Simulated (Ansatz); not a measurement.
Levels about the gap of amorphous Al28O43Ca (72 atoms in a cell of 793 Å³, 3.11 g/cm³; zone centre alone, so wide bands show as single levels with stretches between that a denser mesh fills), at the geometry that PBE relaxed, where it gives 4.6 GPa on a denser mesh. Exact exchange is cut at the faces of this small cell, which leaves a finite-size error. The participation number counts the atoms over which a state spreads; weights are charges in smoothed Voronoi cells. The levels come from a single point, so bond lengths are those of that geometry. Method of the levels: HSE06, scalar-relativistic without spin-orbit coupling (Ansatz, a quantum-chemistry and plane-wave program). Sampling: the zone centre alone; Fermi-Dirac width 0.02 eV; no spin polarisation. At PBE the levels at the filled edge of the gap are localised (band-tail or defect states), and the nearest spread-out levels lie 4.3 eV apart at the zone centre.

It comes from a melt-quench run on a machine-learned potential (CHGNet), relaxed afterwards by DFT. O atoms were pushed apart under 1.9 Å during the dynamics, to hinder bonds among them. The hot cell started wider than the set density and was brought back towards it in steps. It is the lowest in DFT energy of 2 quenches. It is a model cell: composition and starting density were chosen by hand, and all elements were melted together. No dispersion term was used. Its density started from a set value of 3.11 and ended at 3.11 g/cm³. The quench (nominally 340 K/ps over its main leg) was far faster than any real one, so the model tends to hold more defects than a real film. Values belong to this one cell and scatter from quench to quench. The volume was held where the preparation left it and the shape relaxed, at a PBE pressure of 4.6 GPa. Stress components on the final sampling reach 4.6 GPa.

| E - E(highest filled), eV | filling | participation number | largest on | weight O | weight Al | weight Ca |
|---|---|---|---|---|---|---|
| -0.49 | filled | 9.3 | O, 3 neighbours | 0.94 | 0.05 | 0.00 |
| -0.46 | filled | 7.9 | O, 2 neighbours | 0.94 | 0.06 | 0.00 |
| -0.38 | filled | 8.5 | O, 2 neighbours | 0.94 | 0.06 | 0.00 |
| -0.37 | filled | 5.3 | O, 3 neighbours | 0.95 | 0.05 | 0.00 |
| -0.28 | filled | 14.5 | O, 2 neighbours | 0.95 | 0.05 | 0.00 |
| -0.21 | filled | 4.5 | O, 3 neighbours | 0.95 | 0.05 | 0.00 |
| 0.00 | filled | 4.9 | O, 2 neighbours | 0.95 | 0.05 | 0.00 |
| 5.46 | empty | 65.7 | Ca, 6 neighbours | 0.59 | 0.38 | 0.03 |
| 7.41 | empty | 18.6 | Ca, 6 neighbours | 0.53 | 0.30 | 0.17 |
| 7.65 | empty | 25.1 | Al, 5 neighbours | 0.60 | 0.39 | 0.02 |
| 7.79 | empty | 37.6 | Al, 5 neighbours | 0.57 | 0.40 | 0.04 |
| 7.98 | empty | 43.0 | O, 3 neighbours | 0.59 | 0.40 | 0.01 |
| 8.11 | empty | 26.2 | Ca, 6 neighbours | 0.56 | 0.29 | 0.15 |

Most localised among these is the filled level at -0.21 eV, on a O atom, which has 3 neighbours (Al 1.83 Å, Al 1.84 Å, Al 1.86 Å).
